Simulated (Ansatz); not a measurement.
Consider NaI in the rock salt structure (space group Fm-3m, No. 225; a = 6.460 Å). Axes: x, y, z lie along the cube axes.

Level of theory: r2SCAN in Ansatz (plane waves to 500 eV, PAW, no SOC).

Base values:

* **Band gap**: 4.45 eV

Now apply this change: a free-standing slab of 3 layers (6 atoms, 2 a layer) is cut normal to the z axis, with 15 Å of vacuum and the in-plane cell held at bulk.

**Question.** How does this affect the band gap?

**Answer.** The band gap rises by 0.12 eV to 4.57 eV.

**Question.** Estimate the effect on the excess energy per area of both faces.

**Answer.** The excess energy per area of both faces (slab less bulk energy over the cell's area: twice a surface energy) comes out as 0.26 J/m².

**Question.** Estimate the effect on the gap character.

**Answer.** The gap character is direct at Γ.

**Question.** Estimate the effect on the change of the spacing d12 from its bulk value of 3.230 Å.

**Answer.** The change of the spacing d12 from its bulk value of 3.230 Å is -0.5 %.

The excess energy carries the mismatch between the slab's and the bulk's meshes. With I present, leaving out spin-orbit coupling can change the band edges. Stability against distortions was not tested. Labels are those of the standard path for the cell's own space group.

Ansatz is an electronic-structure program.
